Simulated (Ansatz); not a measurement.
# What isotropic strain −1.50 % does to Ta

The reference is Ta in the bcc (W type) structure (space group Im-3m, No. 229; a = 3.254 Å; relaxed with 0.1 eV smearing).

Perturbation: every lattice vector is shortened by 1.50 %; the atoms relax in the strained cell.

Computed with DFT with LDA, PAW potentials and a 420 eV plane-wave cutoff in Ansatz (a first-principles code), no spin-orbit coupling. Settings: 28×28×28 k-points, 0.1 eV Fermi–Dirac smearing.

Volume per atom: 16.46 Å³ (base 17.23 Å³)
Shortest interatomic distance: 2.776 Å (base 2.818 Å)
Energy relative to the base (free energy F): +25 meV/atom
Band gap: zero (base zero)

Final structure:

```yaml
crystal:
  lattice:
    - [-1.60262, 1.60262, 1.60262]
    - [1.60262, -1.60262, 1.60262]
    - [1.60262, 1.60262, -1.60262]
  atoms:
    - { symbol: Ta, position: [0.00000, 0.00000, 0.00000] }
```

Cost of the whole job for the changed cell (relaxation, final SCF and bands): very roughly 16 core-seconds.

Whether these cells are dynamically stable was not tested. The final runs are not spin-polarised.
